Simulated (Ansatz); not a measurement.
The parent structure is TiTe2 in the CdI2 type structure (space group P-3m1, No. 164; a = 3.697 Å, c = 6.384 Å; layered, stacked along the Cartesian z axis).

Calculations: Ansatz (an electronic-structure program), PBE-D3(BJ), PAW, cutoff 420 eV, no spin-orbit coupling.

Before the change:

| Item | Value |
|---|---|
| Lattice parameter a | 6.987 bohr |

It is then changed as follows: a hydrostatic pressure of 3 GPa.

Question: What happens to the lattice parameter a?

Answer: The lattice parameter a shrinks by 0.125 bohr, from 6.987 bohr to 6.862 bohr.

Load acts through the strain it causes; cell and atoms are relaxed under it. Whether these cells are dynamically stable was not tested. All final runs are without spin polarisation.
